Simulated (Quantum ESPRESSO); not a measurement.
Quantum ESPRESSO run on Al₂O₃ (P1, 40 atoms in the cell): self-consistent single point.

Method: LDA (PZ), GBRV 1.5 ultrasoft (LDA) pseudopotentials (plane waves; Quantum ESPRESSO 7.5).

```
Al2O3
1.0
   -4.43767     4.43767     4.43767
    4.43767    -4.43767     4.43767
    4.43767     4.43767    -4.43767
Al O
16 24
Direct
  0.51926   0.00030   0.00177
  0.50182   0.50290   0.49967
  0.99932   0.00575   0.51687
  0.99609   0.51018   0.00043
  0.97631   0.25868   0.21915
  0.06716   0.76650   0.79387
  0.53768   0.74251   0.29851
  0.44902   0.23162   0.69787
  0.19578   0.93912   0.23930
  0.79630   0.04310   0.76426
  0.27899   0.54162   0.75994
  0.72884   0.48963   0.27263
  0.25655   0.21811   0.95624
  0.75251   0.77843   0.04199
  0.75321   0.28740   0.52143
  0.24864   0.70743   0.46279
  0.75922   0.03842   0.49630
  0.23367   0.95697   0.50063
  0.06416   0.28925   0.01281
  0.95234   0.71817   0.98404
  0.71448   0.21619   0.26348
  0.25146   0.76087   0.71436
  0.44537   0.45700   0.20992
  0.54399   0.53993   0.78259
  0.50163   0.77175   0.05654
  0.48547   0.22185   0.94371
  0.99528   0.03657   0.26278
  0.00571   0.96156   0.73563
  0.26905   0.72607   0.25263
  0.73343   0.27732   0.77092
  0.21910   0.44127   0.44969
  0.77078   0.55759   0.54582
  0.04130   0.50069   0.75142
  0.95740   0.50233   0.21924
  0.27679   0.99385   0.05831
  0.71388   0.00194   0.93135
  0.22475   0.27151   0.71813
  0.76497   0.72398   0.29072
  0.46871   0.22430   0.45548
  0.54956   0.78734   0.54678
```

Reference input (self-consistent single point, DFT, LDA (PZ), plane waves, GBRV 1.5 ultrasoft (LDA) pseudopotentials): ecutwfc = 40 Ry; ecutrho = 200 Ry; occupations = fixed; potentials = {Al: al_lda_v1.uspp.F.UPF, O: o_lda_v1.2.uspp.F.UPF}; K_POINTS = automatic 3 3 3 1 1 1; nbnd = 100; conv_thr = 1e-10 Ry; mixing_beta = 0.4. This run's input differs from it in these lines:

```diff
@@ -70,3 +70,3 @@
 K_POINTS {automatic}
-3 3 3  1 1 1
+5 5 5  1 1 1
```

The program printed (abridged):

```
     Self-consistent Calculation

     iteration #  1     ecut=    40.00 Ry     beta= 0.40

     total energy              =    -884.62757939 Ry
     estimated scf accuracy    <       9.09994373 Ry

     iteration #  2     ecut=    40.00 Ry     beta= 0.40

     total energy              =    -886.56762981 Ry
     estimated scf accuracy    <       0.27012232 Ry

     iteration #  3     ecut=    40.00 Ry     beta= 0.40

     total energy              =    -886.53930278 Ry
     estimated scf accuracy    <       0.10554165 Ry

   [... 7 blocks of this kind left out ...]

     iteration # 11     ecut=    40.00 Ry     beta= 0.40

     total energy              =    -886.55389139 Ry
     estimated scf accuracy    <          3.2E-09 Ry

     iteration # 12     ecut=    40.00 Ry     beta= 0.40
     End of self-consistent calculation

     highest occupied, lowest unoccupied level (ev):     7.6624   12.4958

!    total energy              =    -886.55389139 Ry
     estimated scf accuracy    <          8.9E-11 Ry

     convergence has been achieved in  12 iterations

     Forces acting on atoms (cartesian axes, Ry/au):

     atom    1 type  1   force =     0.06959507   -0.07864419   -0.05629697
     atom    2 type  1   force =    -0.00301863    0.02149045   -0.04071388
     atom    3 type  1   force =    -0.04279808   -0.05724099    0.01911811
     atom    4 type  1   force =    -0.09015262    0.01989233   -0.04225166
     atom    5 type  1   force =    -0.04826413   -0.06542402   -0.03071487
   [... 31 lines left out ...]
     atom   37 type  2   force =     0.04126146   -0.02585676   -0.01835142
   [... lines left out ...]

     Total force =     0.599485     Total SCF correction =     0.000010

          total   stress  (Ry/bohr**3)                   (kbar)     P=       34.46
   0.00027509   0.00007613  -0.00009129           40.47       11.20      -13.43
   0.00007613   0.00005036  -0.00002838           11.20        7.41       -4.17
  -0.00009129  -0.00002838   0.00037736          -13.43       -4.17       55.51

   JOB DONE.
```

The run converged in 12 iterations. Against the reference run the free energy hardly moves (within 1 meV/atom), the pressure stays at 3.45 GPa, the largest force stays at 5.019 eV/Å and the gap on the mesh goes from 5.108 to 4.833 eV.

The starting cell comes from a database of computed structures (which also holds hypothetical and non-ambient phases and stackings), without a prior relaxation at this level. Its atoms were displaced at random from the sites of space group no. 206. With a pressure of about 3 GPa the cell is away from its equilibrium volume at this level. Forces in this geometry exceed 1 eV/Å. The shifted mesh does not hold Γ, so a gap read on it misses any band edge there.

Cost on one core of a shared machine: roughly 50 min.
